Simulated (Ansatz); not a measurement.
**MgCO3 (R-3c, No. 167)**

Method: PBEsol in Ansatz (PAW).

Numerical settings: plane-wave cutoff 520 eV, 10×10×10 k mesh, perturbation theory, scalar-relativistic PAW data made under PBE.

Cell (relaxed at this level):

```yaml
crystal:
  lattice:
    - [2.32429, 1.34193, 4.97745]
    - [-2.32429, 1.34193, 4.97745]
    - [0.00000, -2.68386, 4.97745]
  atoms:
    - { symbol: Mg, position: [0.00000, 0.00000, 0.00000] }
    - { symbol: Mg, position: [0.50000, 0.50000, 0.50000] }
    - { symbol: C, position: [0.75000, 0.75000, 0.75000] }
    - { symbol: C, position: [0.25000, 0.25000, 0.25000] }
    - { symbol: O, position: [0.75000, 0.02717, 0.47283] }
    - { symbol: O, position: [0.52717, 0.25000, 0.97283] }
    - { symbol: O, position: [0.02717, 0.47283, 0.75000] }
    - { symbol: O, position: [0.25000, 0.97283, 0.52717] }
    - { symbol: O, position: [0.47283, 0.75000, 0.02717] }
    - { symbol: O, position: [0.97283, 0.52717, 0.25000] }
```

```
Quantity                                                   Value
---------------------------------------------------------  -----
high-frequency dielectric constant (mean over three axes)   2.82
static dielectric constant (mean over three axes)           6.91
```

Ansatz is a quantum-chemistry and plane-wave program.
